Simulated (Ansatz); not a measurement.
# PBE against PBEsol: ZnO

The reference is ZnO in the wurtzite structure (space group P6_3mc, No. 186; a = 3.280 Å, c = 5.293 Å).

(Cell as relaxed with PBE.)

Levels (all Ansatz, a first-principles code, PAW): PBE (420 eV, no spin-orbit coupling); PBEsol (420 eV, scalar-relativistic without spin-orbit coupling).

Each level relaxes its own structure.

```csv
quantity,PBE,PBEsol
volume per atom,12.33 Å³,___
lattice parameter a,3.280 Å,___
lattice parameter c,5.293 Å,___
band gap,0.74 eV,___
gap character,direct at Γ,___
electron mass,0.14 mₑ,___
```

Q: What does PBEsol give?

A: 
- volume per atom, PBEsol: 11.78 Å³
- lattice parameter a, PBEsol: 3.230 Å
- lattice parameter c, PBEsol: 5.215 Å
- band gap, PBEsol: 0.70 eV
- gap character, PBEsol: direct at Γ
- electron mass, PBEsol: 0.13 mₑ

PBE's volume per atom lies 0.55 Å³ above PBEsol's (4.7 %); PBE's lattice parameter a lies 0.050 Å above PBEsol's (1.5 %); PBE's lattice parameter c lies 0.0785 Å above PBEsol's (1.5 %); PBE's band gap lies 0.04 eV above PBEsol's; the two agree on the gap character. Neither level is exact; PBEsol is the comparison here, not a measurement.

Masses are band curvatures over ±0.01 Å⁻¹ around the edge. Whether these cells are dynamically stable was not tested.
